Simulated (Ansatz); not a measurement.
Take Pt in the fcc (Cu type) structure (space group Fm-3m, No. 225; relaxed with 0.1 eV smearing) as the base.

```xyz
1
Lattice="0.0000 1.9599 1.9599 1.9599 0.0000 1.9599 1.9599 1.9599 0.0000" Properties=species:S:1:pos:R:3 pbc="T T T"
Pt     0.0000     0.0000     0.0000
```

Cartesian axes are those of the cell as printed.

Method: PBEsol/PAW in Ansatz (a program for electronic structure), no SOC.

For the base:

```
Quantity                        Result
-----------------------------  -------
Pressure                       0.0 GPa
Shortest interatomic distance  2.772 Å
Band gap                          zero
```

It is then changed as follows: uniaxial strain ε_zz = −2.00 %, all other strain components held at zero; the atoms relax in the strained cell.

Question: Estimate the effect on the pressure, energy relative to the base, shortest interatomic distance and band gap.

Answer: The pressure (mean of the normal stresses, compression positive) goes from zero to 6.1 GPa; the energy grows by 7.0 meV/atom; the shortest interatomic distance drops by 0.028 Å (2.772 Å → 2.744 Å); the band gap remains zero.

Whether these cells are dynamically stable was not tested. All final runs are without spin polarisation.
